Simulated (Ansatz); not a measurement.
Cubic perovskite KMgF3, treated with PBEsol (Ansatz, a program for electronic structure, plane waves, PAW).

Settings: plane-wave cutoff 520 eV, 8×8×8 k mesh, perturbation theory, force constants from a 4×4×4 q mesh, scalar-relativistic PAW data made under PBE.

Computed at the level's own relaxed cell. Harmonic vibrational thermodynamics at fixed volume:

```json
[
 {"T (K)": "200", "S_vib (J/K per mol of atoms)": "17.02", "C_V (J/K per mol of atoms)": "18.70", "F_vib (eV/atom)": "0.0325"},
 {"T (K)": "300", "S_vib (J/K per mol of atoms)": "25.25", "C_V (J/K per mol of atoms)": "21.65", "F_vib (eV/atom)": "0.0104"},
 {"T (K)": "400", "S_vib (J/K per mol of atoms)": "31.68", "C_V (J/K per mol of atoms)": "22.96", "F_vib (eV/atom)": "-0.0192"},
 {"T (K)": "500", "S_vib (J/K per mol of atoms)": "36.88", "C_V (J/K per mol of atoms)": "23.63", "F_vib (eV/atom)": "-0.0548"},
 {"T (K)": "600", "S_vib (J/K per mol of atoms)": "41.23", "C_V (J/K per mol of atoms)": "24.02", "F_vib (eV/atom)": "-0.0954"},
 {"T (K)": "700", "S_vib (J/K per mol of atoms)": "44.95", "C_V (J/K per mol of atoms)": "24.25", "F_vib (eV/atom)": "-0.1401"},
 {"T (K)": "900", "S_vib (J/K per mol of atoms)": "51.08", "C_V (J/K per mol of atoms)": "24.52", "F_vib (eV/atom)": "-0.2398"}
]
```

The crystal is taken as a harmonic solid at every temperature: melting, phase changes and thermal expansion are not seen.
